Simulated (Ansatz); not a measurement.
Cost and result by functional for the adsorption energy of Cl on the 1x1 (110) surface of 3C silicon carbide (cut with top plane C + Si), one in a 2x2 cell, started at the site 'hollow Si', in Ansatz (plane waves, PAW). Single points on the PBE structure, on one kind of machine; costs are rough ratios of the slab run's core time (references not counted) to the cheapest single point. r2SCAN's cost holds its higher cutoff (500 against 420 eV). Differences are taken against r2SCAN for comparison alone: no measured value is at hand, so the table doesn't rank accuracy.

Host crystal: 3C silicon carbide, with a band gap (PBE, scalar-relativistic without spin-orbit coupling).

Model: 49-atom slab, 7.7 Å thick at the start under the adsorbate (thin: gaps and levels are the slab's own), 3x3x1 mesh, Fermi-Dirac 0.01 eV, dipole correction, 24 atoms held, the rest relaxed; held to the start's symmetry, so lower structures may exist; spin-polarised, ending with about 1.0 μB a cell; orders that need a larger cell were not tried, no spin-orbit, no U, no dispersion correction. At the end it is bonded to Si. In PBE it is, or lies within 0.03 eV of, the lowest of the starts that converged. These notes are the PBE run's. r2SCAN: The program's check for a lower electronic state was not made. Adsorption energies are against ½ Cl2(g). A negative adsorption energy means that the adsorbate is more stable on the surface than in its reference.

```tsv
functional	relative cost	adsorption energy (eV)	less r2SCAN (eV)
RPBE	1	-1.70	0.43
r2SCAN	2	-2.13	0.00
PBE (the relaxed run's value)	–	-1.82	0.30
```

The values span 0.43 eV, while the single points' costs differ by a factor of roughly 2. Differences are of unrounded values.

Ansatz is a first-principles code.
